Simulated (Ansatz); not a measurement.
Take CuCl in the zinc blende structure (space group F-43m, No. 216) as the base.

```xyz
2
Lattice="0.0000 2.6449 2.6449 2.6449 0.0000 2.6449 2.6449 2.6449 0.0000" Properties=species:S:1:pos:R:3 pbc="T T T"
Cu     0.0000     0.0000     0.0000
Cl     1.3224     1.3224     1.3224
```

Method: PBEsol (Ansatz, an electronic-structure program), no SOC.

Carriers are added at fixed cell with a uniform background; the Fermi–Dirac width is that of 300 K.

One change was made to it. Results:

```tsv
quantity	base	after
gap character	direct at Γ	direct at Γ
gap between the host's bands	0.55 eV	1.09 eV
Fermi level relative to the doped band's edge (positive inside the band; to 0.05 eV)	–	+0.30 eV
```

What was done to the base?
A. holes 7.0×10^21 cm⁻³
B. holes 5.0×10^21 cm⁻³
C. holes 2.0×10^21 cm⁻³
D. electrons 2.0×10^21 cm⁻³

A, holes 7.0×10^21 cm⁻³. For comparison, the gap between the host's bands in the other runs: holes 2.0×10^21 cm⁻³ gives 0.71 eV; electrons 2.0×10^21 cm⁻³ gives 0.51 eV; holes 5.0×10^21 cm⁻³ gives 0.94 eV.

Charged cell with a jellium background: band edges are those of the host's band count, energies are not comparable with the neutral cell, and many-body gap narrowing is missing. No phonon test of stability was made. No Hubbard U is applied. All final runs are without spin polarisation.
